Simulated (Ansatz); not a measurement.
Troubleshooting Ansatz (an electronic-structure program): a failed run on AuAl2 (Fm-3m, 3 atoms in the cell). The aim is a self-consistent single point with DFT, PBE, plane waves, default PAW files.

Cell that was meant: a = 4.2316 Å, b = 4.2316 Å, c = 4.2316 Å, α = 60.00°, β = 60.00°, γ = 60.00°.

Part of the input:

Ansatz 0.2 input:
```yaml
  pseudopotentials: { kind: paw }
scf:
  occupations: { method: fermi_dirac, width: 0.01 Ry }
  max_iter: 4
output:
  forces: true
  eigenvalues: true
```

Output (repeated stretches shortened):

```
SCF iter   1: F=—  HF=-14225.633844 eV  |F-HF|=—  |Δ(HF+E_count)|=         —  Δρ=2.27e-3  dr2=2.36e-3  ethr=1.77e-3  ⟨swp⟩=5.2  Hψ=3983  notcnv=0
all-band conjugate gradients solve this SCF's bands
preconditioner: auto → Kerker (q_TF=auto, 2.403 Å⁻¹)
SCF iter   2: F=—  HF=-14225.634357 eV  |F-HF|=—  |Δ(HF+E_count)|=   5.13e-4  Δρ=1.16e-3  dr2=7.24e-4  ethr=9.43e-6  ⟨swp⟩=3.1  Hψ=5099  notcnv=0
SCF iter   3: F=—  HF=-14225.634700 eV  |F-HF|=—  |Δ(HF+E_count)|=   3.43e-4  Δρ=5.56e-4  dr2=2.19e-4  ethr=2.90e-6  ⟨swp⟩=2.6  Hψ=3545  notcnv=0
SCF iter   4: F=—  HF=-14225.634793 eV  |F-HF|=—  |Δ(HF+E_count)|=   9.37e-5  Δρ=1.30e-4  dr2=1.59e-5  ethr=8.75e-7  ⟨swp⟩=2.7  Hψ=3984  notcnv=0
Error: did not converge after 4 iterations: dr2 = 1.59e-5 (threshold 1.00e-7), under the density mixer `msr1`, which `scf.mixing.algorithm: auto` chose by the deck's other keys (type `scf.mixing.algorithm: msr1` to keep it); raise `scf.max_iter`, which need not help a stalled SCF, or adjust the mixing (`scf.mixing`) or, under a smearing, its width (`scf.occupations.width`, in either direction: another width is another result); this SCF holds its density and magnetisation to the symmetry operations that it keeps, and cannot end on a state that breaks one of them: if the state sought breaks one, re-run with `crystal.symmetry.detect: false`, without `crystal.symmetry.time_reversal: [...]
```

**Question.** Diagnose the run.

**Answer.** The fault is an iteration limit that is too low. The loop is cut before its threshold is met, so whatever is printed at the end is not self-consistent. To fix it, raise the limit, or leave it to the default. The run ended unconverged after 4 iterations.

The sound input it was made from differs as follows (other fixes are possible):
```diff
-  max_iter: 4
```

With that input, the run converged in 6 iterations: free energy E − TS (on the zero of these files) -14225.6348 eV; Fermi level (on the code's own zero) 11.40 eV; pressure 4.44 GPa (DFT, PBE, plane waves, default PAW files).

On the sound input: the starting cell has typed, rounded lattice constants, without a prior relaxation at this level. Its lattice was rescaled by a random factor within 2.5 % of one. With a pressure of about 4 GPa the cell is away from its equilibrium volume at this level. Ansatz's pressure includes its estimate of the finite-basis (Pulay) stress.
